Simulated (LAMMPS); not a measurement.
MD of Ti (hcp) at zero pressure, 1848 atoms, as a liquid; each row is its own run.

Level of theory: classical MD, pair style meam/spline, file Ti.meam.spline, run in LAMMPS.

| T (K) | volume (Å³/atom) |
|---|---|
| 1550 | 18.549 |
| 1750 | 18.627 |
| 1940 | 18.703 |
| 2140 | 18.784 |
| 2430 | 18.908 |
| 3110 | 19.204 |

**Question.** Fit a straight line, y = a + b x, to these rows (x is the first column, y the second) and predict the run at x = 2720.

**Answer.** Least squares gives a = 17.889 and b = 0.0004210. At x = 2720 the fit predicts 19.034 Å³/atom. The run itself gave 19.0273 ± 0.0009 Å³/atom, so the fit is 0.037 % high.

Caution (rows 1550; 1750; 1940): this liquid lies under the measured melting point of 1941 K, so it is undercooled or the potential melts low.

Caution: a run this short can hold a crystal over, or a liquid under, the potential's own melting point, which these runs don't give.
